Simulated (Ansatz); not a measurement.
Worked calculations on one periodic cell of amorphous Si₂₄O₄₈H₂: Si24O48H2, 74 atoms, volume 1163.2 Å³, made by a melt-quench on the CHGNet potential and relaxed with DFT. O atoms were pushed apart under 1.9 Å during the dynamics, to hinder bonds among them. It is a model cell: composition and starting density were chosen by hand, and all elements were melted together. Cycles of charging were run to anneal it. Calculation: PBE, scalar-relativistic without spin-orbit coupling (plane waves to 420 eV, PAW; Ansatz, a first-principles code). Sampling: a 2×2×2 Γ-centred mesh; Fermi-Dirac width 0.02 eV; no spin polarisation. Its volume was relaxed, its shape was held as a cube, and it stands at a mean pressure of 0.0 GPa with stress components up to 1.1 GPa; the relaxation ran on the zone centre alone. Its density went from a set 2.01 to 2.06 g/cm³. The cell is small and was quenched far faster than a real film, so it is one sample of the glass.

Task: Count formal charges (Si +4, O -2, H +1). What does the count lead one to expect at the Fermi level, and what does the calculation give?

Result: 24 × (+4) + 48 × (-2) + 2 × (+1) = +2. 2 electrons are left on cation states, in cation-cation bonds, defect levels or the conduction band. On this mesh the highest filled and lowest empty level lie 3.72 eV apart; localised defect or tail levels set that (at the zone centre the more localised edge state sits most on one Si atom with neighbours O 1.68 Å, O 1.69 Å), and the nearest spread-out levels lie 5.4 eV apart.

Four energies for an added electron at PBE on the zone centre alone (charged cells in a uniform background, spin-polarised): neutral at the neutral geometry -42598.483 eV; charged at the neutral geometry -42592.806 eV; charged and relaxed -42592.852 eV; neutral at the charged geometry -42598.318 eV.

Task: Find the two relaxation energies and their sum, the reorganisation energy.

Result: On charging: -42592.806 − (-42592.852) = 0.046 eV. On discharging: -42598.318 − (-42598.483) = 0.165 eV. The sum is 0.211 eV. The carrier's level spreads over 10 of the 74 atoms' worth, so it counts as partly localised, most on one Si atom with neighbours O 1.68 Å, O 1.69 Å (neutral geometry). The values are uncorrected: the image energy of a point charge in this cell, 2.84 × 14.40 / (2 × 10.5) = 1.9 eV before screening, is screened by electrons alone at the fixed geometry and by ions too after relaxing, and the carrier can be spread before it relaxes, so each term can be off by up to that value times 1/ε∞, some tenths of an eV. PBE's self-interaction favours spread-out carriers, so a hybrid can localise more.

Four energies for a hole at PBE on the zone centre alone (charged cells in a uniform background, spin-polarised): neutral at the neutral geometry -42598.483 eV; charged at the neutral geometry -42599.508 eV; charged and relaxed -42600.193 eV; neutral at the charged geometry -42597.553 eV.

Task: Find the two relaxation energies and their sum, the reorganisation energy.

Result: On charging: -42599.508 − (-42600.193) = 0.685 eV. On discharging: -42597.553 − (-42598.483) = 0.930 eV. The sum is 1.615 eV. The carrier's level spreads over 2 of the 74 atoms' worth, so it counts as localised, most on one Si atom with neighbours O 1.68 Å, O 1.69 Å (neutral geometry). The values are uncorrected: the image energy of a point charge in this cell, 2.84 × 14.40 / (2 × 10.5) = 1.9 eV before screening, is screened by electrons alone at the fixed geometry and by ions too after relaxing, and the carrier can be spread before it relaxes, so each term can be off by up to that value times 1/ε∞, some tenths of an eV. PBE's self-interaction favours spread-out carriers, so a hybrid can localise more.
